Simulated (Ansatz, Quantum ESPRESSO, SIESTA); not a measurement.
## NiPtF6 (P1, 8 atoms in the cell) computed with different codes at matched settings

Self-consistent single point, at a second geometry (atoms moved at random). First geometry:

```xyz
8
Lattice="2.4510 1.4151 4.5417 -2.4510 1.4151 4.5417 0.0000 -2.8302 4.5417" Properties=species:S:1:pos:R:3 pbc="T T T"
Ni     0.0000     0.0000     0.0000
Pt     0.0000     0.0000     6.8125
F      1.5963    -0.0421     7.9461
F     -1.5963     0.0421     5.6790
F     -0.7617     1.4035     7.9461
F      0.7617    -1.4035     5.6790
F     -0.8346    -1.3614     7.9461
F      0.8346     1.3614     5.6790
```
Moments meant for the start (each program seeds them in its own way; μB, in the order of the atoms Ni Pt F F F F F F): 2.0 0.0 0.0 0.0 0.0 0.0 0.0 0.0.

Second geometry:
```
NiPtF6
1.0
    2.45105     1.41511     4.54170
   -2.45105     1.41511     4.54170
    0.00000    -2.83022     4.54170
Ni Pt F
1 1 6
Cartesian
 -0.01579   0.06737  -0.05714
  0.02062  -0.04080   6.84134
  1.63299   0.02467   7.96326
 -1.56588  -0.00652   5.70184
 -0.76361   1.36178   7.96021
  0.76048  -1.39125   5.62979
 -0.84086  -1.34187   8.00955
  0.77205   1.32661   5.63900
```
Moments meant for the start (each program seeds them in its own way; μB, in the order of the atoms Ni Pt F F F F F F): 2.0 0.0 0.0 0.0 0.0 0.0 0.0 0.0.

Shared settings, as Ansatz (a first-principles code) writes them: kpoints.mp_grid.grid = 4 4 4; scf.occupations.method = fermi_dirac; scf.occupations.width = 0.02 eV. Potentials and cutoffs stand in the table.

```tsv
code	model	ΔF from the first geometry (meV/atom)	pressure (GPa)	largest force (eV/Å)	gap on the mesh (eV)	size of the net moment (μB/atom)	cutoff
SIESTA	GGA PBEsol, numerical atomic orbitals DZP, PseudoDojo PBEsol standard norm-conserving potentials (rewritten from UPF to PSML)	17.4	-4.61	1.344	0.872	0.25	grid 350 Ry
Quantum ESPRESSO	PBEsol, SSSP 1.1.2 efficiency (PBE) pseudopotentials	19.4	-0.31	1.385	0.855	0.25	50 Ry
Ansatz	PBEsol, PAW files made with PBE	19.3	-1.34	1.409	0.985	0.25	default
```

Size of the force on each atom (eV/Å): Sizes of forces hide their directions.

```csv
code,Ni1,Pt2,F3,F4,F5,F6,F7,F8
SIESTA,1.235,1.344,0.220,0.737,0.716,0.507,0.679,0.637
Quantum ESPRESSO,1.229,1.385,0.303,0.367,0.383,0.315,0.377,0.472
Ansatz,1.216,1.409,0.382,0.297,0.329,0.349,0.391,0.460
```

Gaps are read on the mesh.

On Ansatz's run: spin-orbit coupling is off. With one magnetic atom in the cell only a parallel order is possible.

The spread over the programs that give each value: ΔF from the first geometry within 2.0 meV/atom; pressure within 4.30 GPa; largest force within 0.065 eV/Å; gap on the mesh within 0.130 eV; size of the net moment within 0.00 μB/atom.

SIESTA uses small atom-centred bases, whose incompleteness enters pressures, forces and empty levels differently from a plane-wave cutoff. Ansatz's pressure is given at a fixed set of plane waves, as the other plane-wave codes print theirs; with its correction for the finite basis it is -0.81 GPa (the shift of 0.52 GPa shows how far the cutoff is from converged). In the pressure, SIESTA (by 3.79) lies more than 1 GPa from the median of the plane-wave programs. In the force vectors, SIESTA (by 0.538) lies more than 0.08 eV/Å from the median of the plane-wave programs.

The starting cell comes from a database of computed structures (which also holds hypothetical and non-ambient phases and stackings), without a prior relaxation at this level. For this run, on top of that: atoms moved at random.

Left out of this page: CP2K (unsound by tests on forces, stress, charge or solver warnings).

Keys are those of Ansatz 0.2.
